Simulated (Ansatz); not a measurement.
**Response to strain in ZrC**

The parent structure is ZrC in the rock salt structure (space group Fm-3m, No. 225; relaxed with 0.1 eV smearing).

```
CELL_PARAMETERS angstrom
      0.00000     2.33454     2.33454
      2.33454     0.00000     2.33454
      2.33454     2.33454     0.00000
ATOMIC_POSITIONS crystal
  Zr 0.00000 0.00000 0.00000
  C  0.50000 0.50000 0.50000
```

Cartesian axes are those of the cell as printed.

Strains are applied to the cell and any free atomic positions relax.

Computed with Ansatz (a quantum-chemistry and plane-wave program) PBEsol, scalar-relativistic without spin-orbit coupling.

Candidates:
(a) uniaxial strain ε_zz = −0.50 %
(b) uniaxial strain ε_zz = −3.00 %
(c) uniaxial strain ε_zz = +3.00 %

Notes on the quantities. energy relative to the base: free energy F.

### Question
Order them by energy relative to the base, lowest first.

### Answer
(a) uniaxial strain ε_zz = −0.50 % (+0.5 meV/atom), (c) uniaxial strain ε_zz = +3.00 % (+16 meV/atom), (b) uniaxial strain ε_zz = −3.00 % (+20 meV/atom)

Whether these cells are dynamically stable was not tested. All final runs are without spin polarisation.
